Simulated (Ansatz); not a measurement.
Input and output of a self-consistent single point for Na3BrO (P4mm, 5 atoms in the cell) (Ansatz, an electronic-structure program).

Computed with PBEsol, default PAW files made with PBE (plane waves; Ansatz).

The change in words: lattice scaled by 0.98; basis.ecutwfc: 420 eV → 295 eV. Reference geometry:
```xyz
5
Lattice="4.5105 0.0000 0.0000 0.0000 4.5105 0.0000 0.0000 0.0000 4.5105" Properties=species:S:1:pos:R:3 pbc="T T T"
Na     0.0500     2.2552     2.2552
Na     2.2552     0.0000     2.2552
Na     2.2552     2.2552     0.0000
Br     0.0000     0.0000     0.0000
O      2.2552     2.2552     2.2552
```

Reference input (self-consistent single point, DFT, PBEsol, plane waves, default PAW files made with PBE): basis.ecutwfc = 420 eV; kpoints.mp_grid.grid = 5 5 5; hamiltonian.xc = pbesol; hamiltonian.pseudopotentials = {kind: paw} (the program's default PAW files); scf.occupations.method = fermi_dirac; scf.occupations.width = 0.02 eV. This run's input differs from it in these lines:

Ansatz 0.2 input:
```diff
@@ -2,5 +2,5 @@
   lattice:
-    - [4.510464, 0.000000, 0.000000]
-    - [0.000000, 4.510464, 0.000000]
-    - [0.000000, 0.000000, 4.510464]
+    - [4.420255, 0.000000, 0.000000]
+    - [0.000000, 4.420255, 0.000000]
+    - [0.000000, 0.000000, 4.420255]
   atoms:
@@ -12,3 +12,3 @@
 basis:
-  ecutwfc: 420.0 eV
+  ecutwfc: 295.0 eV
 kpoints:
```

Output (repeated stretches shortened):

```
SCF iter   1: F=—  HF=-7728.515554 eV  |F-HF|=—  |Δ(HF+E_count)|=         —  Δρ=1.70e-2  dr2=1.28e-1  ethr=1.77e-3  ⟨swp⟩=6.8  Hψ=1889  notcnv=0
all-band conjugate gradients solve this SCF's bands
preconditioner: auto → Resta (q_TF=auto, 2.400 Å⁻¹)
SCF iter   2: F=—  HF=-7728.485346 eV  |F-HF|=—  |Δ(HF+E_count)|=   3.02e-2  Δρ=5.07e-3  dr2=8.63e-3  ethr=3.20e-4  ⟨swp⟩=2.0  Hψ=789  notcnv=0  defer=14
SCF iter   3: F=—  HF=-7728.485541 eV  |F-HF|=—  |Δ(HF+E_count)|=   1.95e-4  Δρ=1.04e-3  dr2=2.62e-4  ethr=2.16e-5  ⟨swp⟩=2.0  Hψ=631  notcnv=0  defer=18
SCF iter   4: F=—  HF=-7728.485860 eV  |F-HF|=—  |Δ(HF+E_count)|=   3.19e-4  Δρ=2.05e-4  dr2=2.26e-5  ethr=6.55e-7  ⟨swp⟩=2.9  Hψ=728  notcnv=0  defer=18
SCF iter   5: F=—  HF=-7728.486742 eV  |F-HF|=—  |Δ(HF+E_count)|=   8.82e-4  Δρ=3.69e-5  dr2=1.27e-6  ethr=5.64e-8  ⟨swp⟩=2.1  Hψ=777  notcnv=0  defer=18
SCF iter   6: F=-7728.486742 eV  HF=-7728.486742 eV  |F-HF|=6.35e-10  |Δ(HF+E_count)|=   1.60e-7  Δρ=1.11e-5  dr2=7.88e-8  ethr=2.50e-10  ⟨swp⟩=9.2  Hψ=2060  notcnv=0
SCF 1 converged in 6 iterations: F = -7728.486742 eV  dr2 = 7.88e-8
Free energy (F): -7728.486742 eV
Internal energy: -7728.486742 eV  (E = F + TS)
E sigma→0 (E₀):  -7728.486742 eV
Fermi energy:    5.307348 eV
--- Forces (eV/Å), atoms counted from 1 ---
  atom   1  Na    -0.37786016     0.00000000     0.00000000
  atom   2  Na     0.05409312    -0.00000000     0.00000000
  atom   3  Na     0.05409312    -0.00000000     0.00000000
  atom   4  Br     0.01171868    -0.00000000     0.00000000
  atom   5  O      0.25789811     0.00000000     0.00000000
--- Stress (GPa, compression-positive) ---
        3.555979       0.000000       0.000000
        0.000000       3.428718       0.000000
        0.000000       0.000000       3.428718
  P = ⅓ Tr σ = 3.4711 GPa (34.711 kbar)
  The stress holds the Pulay correction. Without it, at fixed plane waves, as pw.x and ABINIT print it: P = -5.7958 GPa
```

The run converged in 6 iterations. Against the reference run the free energy goes up by 160 meV/atom, the pressure goes from 0.80 to 3.47 GPa, the largest force goes from 0.320 to 0.378 eV/Å and the gap on the mesh goes from 1.997 to 2.193 eV.

The starting cell comes from a database of computed structures (which also holds hypothetical and non-ambient phases and stackings), without a prior relaxation at this level. Its lattice was rescaled by up to half a per cent. One atom was moved a little off its site on purpose. For this run, on top of that: lattice scaled by 0.98. Ansatz's pressure includes its estimate of the finite-basis (Pulay) stress. Without the estimate this run gives -5.80 GPa. The cutoff lies below the one recommended for these files.
